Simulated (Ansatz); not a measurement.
Effect of Se on a Sn site (antisite), symmetric start on SnSe

The parent structure is a 16-atom supercell of SnSe in the GeS type structure (space group Pnma, No. 62; a = 11.5358 Å, b = 4.1209 Å, c = 4.5782 Å; layered, stacked along the Cartesian x axis) at its relaxed geometry.

The change: one Sn atom is replaced by Se, atoms relaxed at fixed cell.

The values are results of r2SCAN+rVV10/PAW in Ansatz (a program for electronic structure), no spin-orbit coupling, not measurements. Settings: 2×4×4 k-points, 0.01 eV Fermi–Dirac smearing.

```tsv
quantity	base	changed	shift
pressure	0.0 GPa	-1.0 GPa	-1.07 GPa
largest displacement of a host atom from its site in the perfect cell	–	0.21 Å	–
mean distance from the defect site to its nearest host atoms	2.77 Å	2.80 Å	+0.03 Å
```

Final structure:

```yaml
crystal:
  lattice:
    - [11.53579, 0.00000, 0.00000]
    - [0.00000, 4.12093, -4.57816]
    - [0.00000, 4.12093, 4.57816]
  atoms:
    - { symbol: Se, position: [0.11781, 0.05545, 0.19455] }
    - { symbol: Sn, position: [0.11574, 0.56611, 0.68389] }
    - { symbol: Sn, position: [0.38291, 0.06554, 0.68081] }
    - { symbol: Sn, position: [0.38291, 0.56919, 0.18446] }
    - { symbol: Sn, position: [0.88219, 0.93116, 0.81491] }
    - { symbol: Sn, position: [0.88219, 0.43509, 0.31884] }
    - { symbol: Sn, position: [0.61087, 0.94328, 0.30672] }
    - { symbol: Sn, position: [0.62145, 0.43324, 0.81676] }
    - { symbol: Se, position: [0.84788, 0.88742, 0.36258] }
    - { symbol: Se, position: [0.85579, 0.38012, 0.86988] }
    - { symbol: Se, position: [0.64680, 0.88376, 0.86210] }
    - { symbol: Se, position: [0.64680, 0.38790, 0.36624] }
    - { symbol: Se, position: [0.14175, 0.11093, 0.63345] }
    - { symbol: Se, position: [0.14175, 0.61655, 0.13907] }
    - { symbol: Se, position: [0.37146, 0.12086, 0.12914] }
    - { symbol: Se, position: [0.35170, 0.61341, 0.63659] }
```

The magnetic state is the one reached from the starting moments; the real material's order can differ, and small cells can't hold many antiferromagnetic ones. In so small a cell the defect repeats every few ångströms: this is an ordered compound, not a dilute defect. The mesh was chosen for an insulator and is coarse for the gapless case. The defect started on the symmetric site and kept its symmetry, so it may sit on a saddle. Seeded moments were not kept for Se on a Sn site (antisite). The defect cell is spin-polarised and ends with 0.0 μB.
